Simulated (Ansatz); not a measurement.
Symmetric slabs, relaxed from ideal cuts in 1x1 cells, of III-V compounds: ionisation potential (eV) by functional, in Ansatz (plane waves, PAW). All structures are PBE's; the other columns are single points with references at the same level. No spin-orbit coupling, Hubbard U or dispersion. HSE06 ran on coarser k-meshes, so part of its shift is the mesh's. A star marks a polymorph or high-symmetry phase that is not the 0 K ground state. The rows are a random draw from the class, without slabs that broke up, higher cuts of a face and adsorbates that left their site.

| system | PBE (eV) | HSE06 (eV) |
|---|---|---|
| wurtzite AlN (10-10) (cut with Al + N on top), ideal cut with outer spacing 0.90 Å | 6.00 | 6.73 |
| zinc-blende GaN* (110) (cut with Ga + N on top), ideal cut with outer spacing 1.61 Å | 5.91 | ? |
| zinc-blende GaP (110) (cut with Ga + P on top), ideal cut with outer spacing 1.95 Å | 5.26 | 5.73 |
| wurtzite GaN (10-10) (cut with Ga + N on top), ideal cut with outer spacing 0.93 Å | 5.79 | 6.44 |
| zinc-blende BP (110) (cut with B + P on top), ideal cut with outer spacing 1.61 Å | 5.49 | 5.96 |
| zinc-blende BAs (110) (cut with As + B on top), ideal cut with outer spacing 1.70 Å | 4.98 | 5.40 |
| zinc-blende AlAs (110) (cut with Al + As on top), ideal cut with outer spacing 2.03 Å | 5.32 | 5.81 |
| zinc-blende AlN* (110) (cut with Al + N on top), ideal cut with outer spacing 1.56 Å | 6.18 | 6.95 |

Fit a straight line y = a·x + b by least squares to the 7 complete rows (x: PBE (eV); y: HSE06 (eV)).

the means are x̄ = 5.5743 and ȳ = 6.1457; Σ(x − x̄)² = 1.1184 and Σ(x − x̄)(y − ȳ) = 1.4742, so a = 1.318 and b = ȳ − a·x̄ = -1.202. The largest residual is 0.075.

What does the line predict for the withheld row, zinc-blende GaN* (110) (cut with Ga + N on top), ideal cut with outer spacing 1.61 Å, and what did the calculation give?

the line gives 6.59; the calculation gave 6.59, a miss of 0.00, of the size of the fitted rows' scatter and rounding.

Ansatz is a first-principles code.
